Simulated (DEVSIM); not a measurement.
illuminated Si n-on-p cell, one wavelength

Structure: illuminated Si n-on-p cell, one wavelength, at 300 K.

```csv
layer (left to right),material,thickness (μm),Nd (cm⁻³),Na (cm⁻³),τn (s),τp (s),absorption coefficient (cm⁻¹)
1,Si,0.230,6.6e18,-,3.6e-7,1.6e-7,4400
2,Si,200,-,2.8e15,1e-6,1e-6,4400
```

Left contact: ohmic, minority hole recombination velocity 600 cm/s. Right contact: ohmic, minority electron recombination velocity 4e5 cm/s. Voltage is applied to the left contact. Recombination: SRH at mid-gap, radiative, Auger. Light enters at the left, 8.9e16 photons cm⁻² s⁻¹, one pass, no reflection. Mobility is μmin + (μ − μmin)/(1 + (N/Nref)^α).

This is a model device: material constants are rounded textbook-type values typed into the input, and sizes, dopings and lifetimes were drawn at random. Values at 300 K.

| parameter | Si |
|---|---|
| gap (eV) | 1.124 |
| affinity (eV) | 4.05 |
| permittivity | 11.7 |
| Nc (cm⁻³) | 2.86e19 |
| Nv (cm⁻³) | 3.1e19 |
| μn (cm²/Vs) | 1417 |
| μp (cm²/Vs) | 470 |
| μn,min | 52 |
| μp,min | 45 |
| Nref,n | 9.7e16 |
| Nref,p | 2.2e17 |
| αn | 0.68 |
| αp | 0.72 |
| B (cm³/s) | 4.7e-15 |
| Cn (cm⁶/s) | 2.8e-31 |
| Cp (cm⁶/s) | 9.9e-32 |

Simulated with DEVSIM: 1D drift-diffusion, Boltzmann statistics, complete ionisation; no tunnelling, impact ionisation, image-force lowering or self-heating.

- Potential step across the device at zero bias: 0.845 V
- Largest field in the device at zero bias: 140000 V/cm
- Dark forward voltage at 1 A/cm²: 0.680 V
- Dark forward voltage at 100 A/cm²: 1.311 V
- Short-circuit current: 13.9 mA/cm²
- Open-circuit voltage: 0.509 V
- Fill factor: 0.80
- Largest power: 5.66 mW/cm²
- Share of generated pairs collected at short circuit: 0.973

Dark forward current:

```
V (V)  J (A/cm²)
-----  ---------
-0.05    -8.7e-9
-0.15    -1.0e-7
-0.30    -6.4e-6
-0.40   -0.00022
-0.55     -0.058
-0.65      -0.65
-0.75       -2.3
-0.90       -8.5
-1.00        -17
-1.10        -32
-1.25        -74
-1.35       -120
-1.50       -230
-1.60       -340
```

Current under light (generator sign):

```json
[
 {"V (V)": "0.00", "J (mA/cm²)": "13.9"},
 {"V (V)": "0.06", "J (mA/cm²)": "13.9"},
 {"V (V)": "0.14", "J (mA/cm²)": "13.9"},
 {"V (V)": "0.20", "J (mA/cm²)": "13.9"},
 {"V (V)": "0.28", "J (mA/cm²)": "13.9"},
 {"V (V)": "0.36", "J (mA/cm²)": "13.8"},
 {"V (V)": "0.38", "J (mA/cm²)": "13.7"},
 {"V (V)": "0.40", "J (mA/cm²)": "13.6"},
 {"V (V)": "0.42", "J (mA/cm²)": "13.4"},
 {"V (V)": "0.44", "J (mA/cm²)": "12.8"},
 {"V (V)": "0.46", "J (mA/cm²)": "11.6"},
 {"V (V)": "0.48", "J (mA/cm²)": "9.09"},
 {"V (V)": "0.50", "J (mA/cm²)": "3.77"},
 {"V (V)": "0.52", "J (mA/cm²)": "-7.19"}
]
```
